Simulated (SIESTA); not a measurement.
# SIESTA run on TiCo (Pm-3m, 2 atoms in the cell): self-consistent single point

Level of theory: GGA PBE, numerical atomic orbitals TZP, PseudoDojo PBE standard norm-conserving potentials (rewritten from UPF to PSML) (SIESTA).

Input:

```
# files in the folder: Ti.psml Co.psml (PseudoDojo PBE standard)
SystemName  TiCo
SystemLabel siesta

NumberOfAtoms                2
NumberOfSpecies              2
%block ChemicalSpeciesLabel
  1 22 Ti
  2 27 Co
%endblock ChemicalSpeciesLabel
LatticeConstant              1.0 Ang
%block LatticeVectors
     2.963090000    0.000000000    0.000000000
     0.000000000    2.963090000    0.000000000
     0.000000000    0.000000000    2.963090000
%endblock LatticeVectors
AtomicCoordinatesFormat      Fractional
%block AtomicCoordinatesAndAtomicSpecies
     0.000000000    0.000000000    0.000000000  1
     0.500000000    0.500000000    0.500000000  2
%endblock AtomicCoordinatesAndAtomicSpecies

XC.functional                GGA
XC.authors                   PBE
PAO.BasisSize                TZP
PAO.EnergyShift              0.005 Ry
MeshCutoff                   400 Ry
%block kgrid.MonkhorstPack
    9   0   0  0.0
    0   9   0  0.0
    0   0   9  0.0
%endblock kgrid.MonkhorstPack
OccupationFunction           FD
ElectronicTemperature        0.136 eV

MaxSCFIterations             150
SCF.Mixer.Method             Pulay
SCF.Mixer.Weight             0.2
SCF.Mixer.History            8
SCF.DM.Tolerance             1.0E-05
Diag.ParallelOverK           true
WriteForces                  true
```

Output (repeated stretches shortened):

```
reinit: Reading from file input.fdf

reinit: System Name: TiCo
reinit: System Label: siesta

coor:   Atomic-coordinates input format  =     Fractional

siesta: Atomic coordinates (Bohr) and species
siesta:      0.00000   0.00000   0.00000  1        1
siesta:      2.79971   2.79971   2.79971  2        2

siesta: System type = bulk

initatomlists: Number of atoms, orbitals, and projectors:      2    50    36

siesta: ******************** Simulation parameters ****************************
redata: Spin configuration                          = none
redata: Time-Reversal Symmetry                      = T
redata: Number of Atomic Species                    =        2
redata: Mesh Cutoff                                 =   400.0000 Ry
redata: Net charge of the system                    =     0.0000 |e|
redata: Min. number of SCF Iter                     =        0
redata: Max. number of SCF Iter                     =      150
redata: SCF convergence failure will abort job
redata: SCF mix quantity                            = Hamiltonian
redata: Mix DM or H after convergence               =   F
redata: Recompute H after scf cycle                 =   F
redata: Mix DM in first SCF step                    =   T
redata: No kicks to SCF
redata: DM Mixing Weight for Kicks                  =     0.5000
redata: Require Harris convergence for SCF          =   F
redata: Harris energy tolerance for SCF             =     0.000100 eV
redata: Require DM convergence for SCF              =   T
redata: DM tolerance for SCF                        =     0.000010
redata: Require EDM convergence for SCF             =   F
redata: EDM tolerance for SCF                       =     0.001000 eV
redata: Require H convergence for SCF               =   T
redata: Hamiltonian tolerance for SCF               =     0.001000 eV
redata: Require (free) Energy convergence for SCF   =   F
redata: (free) Energy tolerance for SCF             =     0.000100 eV
redata: Using DFT-D3 dispersion                     =   F
redata: Using Saved Data (generic)                  =   F
redata: Method of Calculation                       = Diagonalization
redata: Electronic Temperature                      =  1578.2145 K
redata: Number of TDED substeps                     =        3
redata: Dynamics option                             = Single-point calculation
redata: Save all siesta data in one NC              =   F
redata: ***********************************************************************

%block SCF.Mixers
  Pulay
%endblock SCF.Mixers

%block SCF.Mixer.Pulay
  # Mixing method
  method pulay
  variant stable

  # Mixing options
  weight 0.2000
  weight.linear 0.2000
  history 8
%endblock SCF.Mixer.Pulay

DM_history_depth set to one: no extrapolation allowed by default for geometry relaxation
Size of DM history Fstack: 1
Total number of electrons:    29.000000
Total ionic charge:    29.000000

* ProcessorY, Blocksize:    1  51

* Orbital distribution balance (max,min):    50    50

 Kpoints in:          405 . Kpoints trimmed:          365

siesta: k-grid: Number of k-points = 365
siesta: k-points from Monkhorst-Pack grid
siesta: k-cutoff (effective) =    13.334 Ang
siesta: k-point supercell and displacements
siesta: k-grid:     9     0     0      0.000
siesta: k-grid:     0     9     0      0.000
siesta: k-grid:     0     0     9      0.000

diag: Algorithm                                     = D&C
diag: Parallel over k                               =   F
diag: Use parallel 2D distribution                  =   F
diag: Parallel block-size                           = 51
diag: Parallel distribution                         =     1 x     1
diag: Used triangular part                          = Lower
diag: Absolute tolerance                            =  0.100E-15
diag: Orthogonalization factor                      =  0.100E-05
diag: Memory factor                                 =  1.0000

superc: Internal auxiliary supercell:     7 x     7 x     7  =     343
superc: Number of atoms, orbitals, and projectors:    686  17150  12348

                        Single-point calculation

superc: Internal auxiliary supercell:     7 x     7 x     7  =     343
superc: Number of atoms, orbitals, and projectors:    686  17150  12348

outcell: Unit cell vectors (Ang):
        2.963090    0.000000    0.000000
        0.000000    2.963090    0.000000
        0.000000    0.000000    2.963090

outcell: Cell vector modules (Ang)   :    2.963090    2.963090    2.963090
outcell: Cell angles (23,13,12) (deg):     90.0000     90.0000     90.0000
outcell: Cell volume (Ang**3)        :     26.0156
new_DM -- step:     1
Initializing Density Matrix...

Attempting to read DM from file... Failed...
DM filled with atomic data:

InitMesh: MESH = 36 x 36 x 36 = 46656
InitMesh: Mesh cutoff (required, used) =   400.000   407.960 Ry

stepf: Fermi-Dirac step function

        iscf     Eharris(eV)        E_KS(eV)     FreeEng(eV)     dDmax    Ef(eV) dHmax(eV)
   scf:    1    -5734.770790    -5769.832398    -5770.026151  1.970399 -4.570710 20.326648
   scf:    2    -5715.046879    -5763.600164    -5763.660394  1.099355 -6.186160 20.843441
   scf:    3    -5781.900472    -5778.825033    -5778.968319  0.376360 -5.699863  3.833518
   scf:    4    -5770.223882    -5776.521539    -5776.717955  0.245781 -6.174867  8.496120
   scf:    5    -5774.485766    -5778.502940    -5778.642223  0.221743 -6.188805  4.504977
   scf:    6    -5776.716234    -5778.774956    -5778.948943  0.130686 -6.172301  3.638367
   scf:    7    -5779.449951    -5779.225837    -5779.389134  0.042144 -6.185922  1.068235
   scf:    8    -5779.287250    -5779.266576    -5779.426631  0.013487 -6.193123  0.297759
   scf:    9    -5779.272368    -5779.270499    -5779.429568  0.003860 -6.196431  0.045302
   scf:   10    -5779.270921    -5779.270758    -5779.429627  0.000872 -6.197493  0.010524
mix: Pulay -- inversion failed, > SVD [rank/size] 4 / 7
   scf:   11    -5779.270682    -5779.270722    -5779.429631  0.000161 -6.197609  0.001422
mix: Pulay -- inversion failed, > SVD [rank/size] 4 / 7
   scf:   12    -5779.270710    -5779.270716    -5779.429631  0.000023 -6.197622  0.000155
   scf:   13    -5779.270710    -5779.270713    -5779.429631  0.000010 -6.197627  0.000463
mix: Pulay -- inversion failed, > SVD [rank/size] 3 / 7
   scf:   14    -5779.270716    -5779.270715    -5779.429631  0.000007 -6.197624  0.000056

SCF Convergence by DM+H criterion
max |DM_out - DM_in|         :     0.0000070306
max |H_out - H_in|      (eV) :     0.0000556377
SCF cycle converged after 14 iterations

Using DM_out to compute the final energy and forces

siesta: E_KS(eV) =            -5779.2707

siesta: E_KS - E_eggbox =     -5779.2707

siesta: Atomic forces (eV/Ang):
     1    0.000000   -0.000000    0.000000
     2   -0.000000    0.000000   -0.000000
   Tot   -0.000000    0.000000   -0.000000
   Max    0.000000
   Res    0.000000    sqrt( Sum f_i^2 / 3N )
   Max    0.000000    constrained

Stress tensor Voigt[x,y,z,yz,xz,xy] (kbar):       -0.43       -0.43       -0.43        0.00        0.00        0.00
(Free)E + p*V (eV/cell)    -5779.4227
Target enthalpy (eV/cell)    -5779.4296

siesta: Program's energy decomposition (eV):
siesta: Ebs     =     -1064.556941
siesta: Eions   =      7514.199889
siesta: Ena     =       708.776070
siesta: Ekin    =      2486.280891
siesta: Enl     =      -497.532615
siesta: Eso     =         0.000000
siesta: Edftu   =         0.000000
siesta: DEna    =        37.444109
siesta: DUscf   =         0.784137
siesta: DUext   =         0.000000
siesta: Ex      =      -948.934419
siesta: Ec      =       -51.888999
siesta: Exc     =     -1000.823418
siesta: Eharris =     -5779.270716
siesta: Etot    =     -5779.270715
siesta: FreeEng =     -5779.429631

siesta: Stress tensor (static) (eV/Ang**3):
siesta:    -0.000266    0.000000    0.000000
siesta:     0.000000   -0.000266    0.000000
siesta:     0.000000    0.000000   -0.000266

siesta: Cell volume =         26.015641 Ang**3

siesta: Pressure (static):
siesta:                Solid            Molecule  Units
siesta:           0.00000289          0.00000289  Ry/Bohr**3
siesta:           0.00026566          0.00026566  eV/Ang**3
siesta:           0.42563252          0.42563252  kBar
```

The run converged in 14 iterations.

The starting cell has typed, rounded lattice constants, without a prior relaxation at this level. Its lattice was rescaled by a random factor within 2.5 % of one. Spin polarisation is off. Values carry the incompleteness of an atom-centred basis.

Cost on one core of a shared machine: roughly 70 s.
